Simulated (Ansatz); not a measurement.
Start from CdS in the wurtzite structure (space group P6_3mc, No. 186; a = 4.197 Å, c = 6.830 Å). Axes: x lies along a and z along c of the hexagonal cell.

Now apply this change: tensile biaxial strain of 4.15 % in the plane normal to [001], as in epitaxy on a mismatched substrate; the out-of-plane cell vector and the atoms relax.

Levels (all Ansatz, a first-principles code, PAW, earlier PAW set): PBE (420 eV, spin-orbit coupling left out); r2SCAN (500 eV, no spin-orbit coupling); HSE06 (420 eV, no spin-orbit coupling); PBE+SOC (420 eV, with spin-orbit coupling).

One geometry, relaxed with PBE, under each level:

The valence-band top lists the three highest levels at Γ (Kramers pairs under SOC), from the VBM.

```json
[
 {"level": "PBE", "band gap": "0.94 eV", "lowest conduction level above the VBM at special points": "Γ 0.94 eV; A 2.49 eV; M 3.45 eV; L 3.48 eV", "valence-band top at Γ": "0.00, -0.13, -0.13 eV", "electron mass": "0.12 mₑ (at Γ)", "hole mass": "–", "pressure": "-2.23 GPa"},
 {"level": "r2SCAN", "band gap": "1.39 eV", "lowest conduction level above the VBM at special points": "Γ 1.39 eV; A 2.91 eV; M 3.81 eV; L 3.87 eV", "valence-band top at Γ": "–", "electron mass": "0.15 mₑ (at Γ)", "hole mass": "0.15 mₑ out of plane, 2.9 mₑ in plane (at Γ)", "pressure": "-3.66 GPa"},
 {"level": "HSE06", "band gap": "1.93 eV", "lowest conduction level above the VBM at special points": "Γ 1.93 eV; A 3.52 eV; M 4.47 eV", "valence-band top at Γ": "–", "electron mass": "–", "hole mass": "–", "pressure": "–"},
 {"level": "PBE+SOC", "band gap": "0.94 eV", "lowest conduction level above the VBM at special points": "Γ 0.94 eV; A 2.48 eV; M 3.44 eV; L 3.47 eV", "valence-band top at Γ": "0.00, -0.12, -0.15 eV", "electron mass": "0.12 mₑ (at Γ)", "hole mass": "0.12 mₑ out of plane, 2.9 mₑ in plane (at Γ)", "pressure": "-2.28 GPa"}
]
```

Single points use the geometry relaxed with PBE. Their cutoffs differ, which shifts pressures a little. Differences between runs with and without spin-orbit coupling are approximate. Masses are band curvatures over ±0.01 Å⁻¹ around the edge. Stability against distortions was not tested.
